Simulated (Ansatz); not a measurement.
## SiO2: stress against strain

SiO2 (quartz, P3_221, 12.824 Å³/atom at rest, c along z) under a strain ε along c (axis z), the other axes held. PBEsol in Ansatz, a plane-wave DFT program (PAW, default set), 420 eV, 8×8×6 Γ-centred mesh, Fermi-Dirac smearing 0.05 eV; ions are relaxed within the symmetry of each cell. Stress is positive for a compressed cell.

Here s stands for strain and y for stress zz.

| strain (%) | stress zz (GPa) |
|---|---|
| -1.50 | 1.41 |
| -0.75 | 0.72 |
| 0.00 | 0.00 |
| 0.75 | -0.68 |
| 1.50 | -1.34 |
| 3.00 | ? |

Problem. Fit y against s with a straight line, and predict the withheld value at s = 3.00.

Solution. Means: s 0, y 0.022. About the means, the sum of products is -5.1750 and the sum of squares of s is 5.6250; the slope is their ratio. Least squares gives y = 0.022 - 0.9200·s. Residuals (row less fit): 0.008, 0.008, -0.022, -0.012, 0.018; standard error 0.019 (degrees of freedom: 3). The slope gives the elastic constant C33 = 92 ± 0.8 GPa. At the withheld row, y = 0.022 - 0.9200 × 3.00 = -2.738 GPa. The calculation gives -2.62 GPa, 0.118 GPa above the prediction (2.9 % of the range of y in the table). The row lies outside the fitted rows, so this is an extrapolation. From the scatter of the fitted rows alone, a prediction at this place has a standard error of 0.032 GPa, so the miss is 3.7 times that.

One order more doesn't follow all runs of the series either: the slope changes along it. Rows are the converged runs of the series near zero and its far end; series whose fitted rows scatter by over a few per cent of the range, as at a crossing or softening among them, aren't shown in this form. Most that stay on the fit to the last digits aren't either.
